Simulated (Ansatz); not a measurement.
HfC (Fm-3m), PBEsol, DFPT electron-phonon coupling, linearised Boltzmann equation (Ansatz, a quantum-chemistry and plane-wave program): phonon-limited resistivity 13.5 μΩ·cm at 300 K, 20.7 μΩ·cm at 400 K, current-weighted mean free path 24 nm, Drude plasma energy 3.55 eV.

Question: Estimate the electronic thermal conductivity at 300 K by the Wiedemann-Franz law (L₀ = 2.44×10⁻⁸ W·Ω/K²).

Answer: L₀T/ρ = 2.44×10⁻⁸ × 300/(13.5×10⁻⁸) = 54.2 W/(m·K). Inelastic scattering puts the true Lorenz number somewhat under L₀ near and below the Debye temperature.

Question: What is the classical skin depth at 1 GHz (nonmagnetic, μ₀ = 1.257×10⁻⁶ H/m)?

Answer: δ = √(ρ/(π f μ₀)) = 5850 nm.

Question: What temperature coefficient of resistance follows, and how does it compare with 1/T?

Answer: (ρ₄₀₀ − ρ₃₀₀)/(100 K × ρ₃₀₀) = 5.33×10⁻³ K⁻¹, against 1/T = 3.33×10⁻³ K⁻¹ for a resistivity proportional to T. It lies higher because phonons are still being populated at 300 K; impurities would add a constant and lower it.

A metal at this level (no band gap). Only scattering by harmonic phonons is included (no impurities, grain boundaries, electron-electron scattering or thermal expansion). Spin-orbit coupling is left out, which matters with elements this heavy. Halving the electron mesh (32x32x32) moves the resistivity by up to 10 % at 300 K, the mean free path by up to 2 %. Smearing 0.20 eV; phonons on a 5x5x5 q mesh, which this run doesn't test.
